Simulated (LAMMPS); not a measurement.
Simulation of a melt made from Cu (fcc) with 60 % of Cu sites Zr, 2048 atoms, at 1490 K and 0 GPa, brought to that temperature within a few picoseconds.

Level of theory: classical MD, pair style eam/fs, file CuZr_mm.eam.fs, run in LAMMPS.

Problem. Give probability per degree against angle (°) as the simulation yields it.

Solution. State found: liquid.
| angle (°) | probability per degree, Cu-Cu-Zr | probability per degree, Zr-Cu-Zr | probability per degree, Cu-Zr-Zr |
|---|---|---|---|
| 28.50 | 0.0000 | 0.0000 | 0.0000 |
| 31.50 | 0.0000 | 0.0000 | 0.0001 |
| 34.50 | 0.0001 | 0.0000 | 0.0005 |
| 37.50 | 0.0003 | 0.0000 | 0.0016 |
| 40.50 | 0.0010 | 0.0001 | 0.0047 |
| 43.50 | 0.0028 | 0.0006 | 0.0087 |
| 46.50 | 0.0060 | 0.0017 | 0.0131 |
| 49.50 | 0.0114 | 0.0039 | 0.0160 |
| 52.50 | 0.0146 | 0.0073 | 0.0168 |
| 55.50 | 0.0174 | 0.0110 | 0.0155 |
| 58.50 | 0.0187 | 0.0141 | 0.0129 |
| 61.50 | 0.0178 | 0.0155 | 0.0103 |
| 64.50 | 0.0152 | 0.0162 | 0.0077 |
| 67.50 | 0.0126 | 0.0154 | 0.0064 |
| 70.50 | 0.0103 | 0.0140 | 0.0055 |
| 73.50 | 0.0083 | 0.0122 | 0.0050 |
| 76.50 | 0.0066 | 0.0110 | 0.0049 |
| 79.50 | 0.0055 | 0.0089 | 0.0051 |
| 82.50 | 0.0049 | 0.0076 | 0.0057 |
| 85.50 | 0.0046 | 0.0070 | 0.0065 |
| 88.50 | 0.0051 | 0.0067 | 0.0072 |
| 91.50 | 0.0054 | 0.0066 | 0.0086 |
| 94.50 | 0.0057 | 0.0068 | 0.0092 |
| 97.50 | 0.0063 | 0.0072 | 0.0100 |
| 100.5 | 0.0069 | 0.0076 | 0.0103 |
| 103.5 | 0.0080 | 0.0085 | 0.0104 |
| 106.5 | 0.0085 | 0.0086 | 0.0098 |
| 109.5 | 0.0094 | 0.0095 | 0.0097 |
| 112.5 | 0.0099 | 0.0096 | 0.0091 |
| 115.5 | 0.0100 | 0.0103 | 0.0085 |
| 118.5 | 0.0103 | 0.0095 | 0.0078 |
| 121.5 | 0.0098 | 0.0101 | 0.0073 |
| 124.5 | 0.0088 | 0.0092 | 0.0070 |
| 127.5 | 0.0082 | 0.0088 | 0.0065 |
| 130.5 | 0.0070 | 0.0084 | 0.0061 |
| 133.5 | 0.0070 | 0.0075 | 0.0063 |
| 136.5 | 0.0061 | 0.0072 | 0.0061 |
| 139.5 | 0.0056 | 0.0062 | 0.0058 |
| 142.5 | 0.0049 | 0.0055 | 0.0059 |
| 145.5 | 0.0047 | 0.0049 | 0.0056 |
| 148.5 | 0.0042 | 0.0044 | 0.0052 |
| 151.5 | 0.0038 | 0.0039 | 0.0048 |
| 154.5 | 0.0033 | 0.0038 | 0.0042 |
| 157.5 | 0.0031 | 0.0032 | 0.0035 |
| 160.5 | 0.0033 | 0.0031 | 0.0031 |
| 163.5 | 0.0029 | 0.0026 | 0.0026 |
| 166.5 | 0.0024 | 0.0023 | 0.0020 |
| 169.5 | 0.0021 | 0.0020 | 0.0017 |
| 172.5 | 0.0014 | 0.0015 | 0.0011 |
| 175.5 | 0.0009 | 0.0009 | 0.0007 |
| 178.5 | 0.0003 | 0.0003 | 0.0002 |

Caution: a run this short can hold a crystal over, or a liquid under, the potential's melting point.
